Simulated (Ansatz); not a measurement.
A computed series for AlN: response to strain

Start from AlN in the zinc blende structure (space group F-43m, No. 216; a = 4.3423 Å).

Strains are applied to the cell and any free atomic positions relax.

The values are results of LDA/PAW in Ansatz (a quantum-chemistry and plane-wave program), scalar-relativistic without spin-orbit coupling, not measurements.

Notes on the quantities. energy relative to the base: free energy F.

```tsv
isotropic strain (%)	energy relative to the base (meV/atom)
-3	59.3
-2.5	40.6
-1	6.2
-0.5	1.5
0	0.0
0.5	1.4
2	22.8
2.5	?
3	49.9
```

Q: Fit ΔE = Aε² + Bε³ (ε in %) to the rows shown and predict the withheld row.

A: Least squares on the printed values gives A = 6.06 and B = -0.17 meV/atom (largest residual 0.1 meV/atom); this predicts 35.2 meV/atom, and the run gives 35.1 meV/atom, in agreement.

Whether these cells are dynamically stable was not tested. This is not the structure that AlN has at room temperature and ambient pressure.
